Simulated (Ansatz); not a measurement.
B on the (111) surface of germanium (H on every top atom; a constructed slab, bottom: 1 H on 1 bottom sites), one in a cell of 57 Å², energies for each. Energies are against an atom of alpha boron, without zero-point or thermal terms; each row is named by its start.

All values below come from PBE (plane waves to 420 eV, PAW; Ansatz, an electronic-structure program).

Model: 41-atom slab, 13.8 Å thick at the start with caps and adatoms under the adsorbate (thin: gaps and levels are the slab's own), 3x3x1 mesh, Fermi-Dirac 0.01 eV, dipole correction, 20 atoms held, the rest relaxed; each run with such symmetry as its start has; spin-polarised, no spin-orbit, no U, no dispersion correction.

A negative adsorption energy means that the adsorbate is more stable on the surface than in its reference. Heights count from the host atoms within 0.3 Å of the top one. Moments of ungapped slabs depend on the mesh.

| starting site | E_ads (eV) | height (Å) | nearest host atom (Å) | bonded to | change of the vacuum step (eV) | lateral drift (Å) | moment (μB) |
|---|---|---|---|---|---|---|---|
| top H | 5.61 | 1.40 | H 1.39 | H | 0.19 | 0.0 | 0.6 |
| hollow H-H-H over Ge at depth 2.3 Å | 4.97 | -0.26 | Ge 2.11 | Ge | 0.10 | 0.0 | 0.3 |
| hollow H-H-H over Ge at depth 5.6 Å (the adsorbate ended below the top plane of the host) | 4.38 | -2.06 | Ge 2.36 | 3 Ge | -0.19 | 0.0 | 1.0 |
| bridge H-H (span 4.1 Å) (the adsorbate ended below the top plane of the host) | 3.51 | -1.70 | Ge 1.96 | 3 Ge | 0.02 | 0.2 | 0.5 |
